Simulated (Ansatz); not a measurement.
**A computed series for HgTe: response to strain**

Consider HgTe in the zinc blende structure (space group F-43m, No. 216).

```xyz
2
Lattice="0.0000 3.2864 3.2864 3.2864 0.0000 3.2864 3.2864 3.2864 0.0000" Properties=species:S:1:pos:R:3 pbc="T T T"
Hg     0.0000     0.0000     0.0000
Te     1.6432     1.6432     1.6432
```

Cartesian axes are those of the cell as printed.

Strains are applied to the cell and any free atomic positions relax.

Computed with r2SCAN (Ansatz, a quantum-chemistry and plane-wave program; PAW; 500 eV plane waves; scalar-relativistic without spin-orbit coupling).

Notes on the quantities. pressure: mean of the normal stresses, compression positive; energy relative to the base: free energy F.

```json
[
 {"change": "base", "pressure": "0.0 GPa", "energy relative to the base": "0 meV/atom", "shortest interatomic distance": "2.846 Å"},
 {"change": "uniaxial strain ε_zz = +0.50 %", "pressure": "-0.2 GPa", "energy relative to the base": "+0.1 meV/atom", "shortest interatomic distance": "2.851 Å"},
 {"change": "uniaxial strain ε_zz = +1.00 %", "pressure": "-0.4 GPa", "energy relative to the base": "+0.6 meV/atom", "shortest interatomic distance": "2.856 Å"},
 {"change": "uniaxial strain ε_zz = +1.50 %", "pressure": "(withheld)", "energy relative to the base": "(withheld)", "shortest interatomic distance": "(withheld)"},
 {"change": "uniaxial strain ε_zz = +2.00 %", "pressure": "-0.8 GPa", "energy relative to the base": "+2.2 meV/atom", "shortest interatomic distance": "2.865 Å"},
 {"change": "uniaxial strain ε_zz = +2.50 %", "pressure": "-0.9 GPa", "energy relative to the base": "+3.4 meV/atom", "shortest interatomic distance": "2.870 Å"},
 {"change": "uniaxial strain ε_zz = +3.00 %", "pressure": "-1.1 GPa", "energy relative to the base": "+4.9 meV/atom", "shortest interatomic distance": "2.875 Å"}
]
```

Q: Fill in the withheld entries from the trend.

A: 
- uniaxial strain ε_zz = +1.50 %, pressure: -0.6 GPa
- uniaxial strain ε_zz = +1.50 %, energy relative to the base: +1.2 meV/atom
- uniaxial strain ε_zz = +1.50 %, shortest interatomic distance: 2.860 Å

Stability against distortions was not tested. The final runs are not spin-polarised.
